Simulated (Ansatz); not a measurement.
The reference is MoTe₂ (space group P6_3/mmc, No. 194; a = 3.497 Å, c = 13.696 Å; layered, stacked along the Cartesian z axis).

Computed with PBE-D3(BJ) (Ansatz, a quantum-chemistry and plane-wave program; PAW; 420 eV plane waves; no spin-orbit coupling).

Before the change:

| Quantity | Value |
|---|---|
| Gap character | indirect, Γ → k = (0.200, 0.200, 0) in the run's primitive reciprocal basis |
| Gap between the host's bands | 0.59 eV |

It is then changed as follows: 0.435 holes added to each cell, a density of 3.0×10^21 cm⁻³, with a uniform compensating background at fixed cell and a 300 K Fermi–Dirac width.

Estimate the effect on the Fermi level from band edge.

The Fermi level relative to the doped band's edge (positive inside the band; to 0.05 eV) comes out as +0.25 eV.

How does this affect the gap character?

The gap character goes from indirect, Γ → k = (0.200, 0.200, 0) in the run's primitive reciprocal basis to indirect, K–Γ (81 % along) → k = (0.200, 0.200, 0) in the run's primitive reciprocal basis.

Predict the new gap between the host's bands.

The gap between the host's bands remains 0.59 eV.

Charged cell with a jellium background: band edges are those of the host's band count, energies are not comparable with the neutral cell, and many-body gap narrowing is missing. With Te present, leaving out spin-orbit coupling can change the band edges. No phonon test of stability was made. The D3 term's C6 switches between coordination references near this geometry, which can add small steps to energies.
